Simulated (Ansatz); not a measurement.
For TiTe₂ in the CdI2 type structure at 525 K, the quasi-harmonic free energy with Ansatz (a quantum-chemistry and plane-wave program), LDA functional, plane-wave PAW gives a volume expansion coefficient α_V = 52.66 × 10⁻⁶ K⁻¹, an isothermal bulk modulus B_T = 37.5 GPa, a molar volume V_m = 45.629 cm³/mol and C_V = 75.71 J/(mol K). The cell was generated from a structure type, relaxed within its symmetry, and need not be the phase found at ambient conditions. Spin-orbit coupling is not included.

**Question.** Work out the Grüneisen parameter, C_P and the adiabatic bulk modulus.

**Answer.** γ = α_V B_T V_m / C_V = 1.19. C_P − C_V = α_V² B_T V_m T = 2.49 J/(mol K), so C_P = 78.21 J/(mol K). B_S = B_T C_P/C_V = B_T (1 + α_V γ T) = 38.8 GPa.

The PAW data sets were generated under PBE and serve the other functionals too.
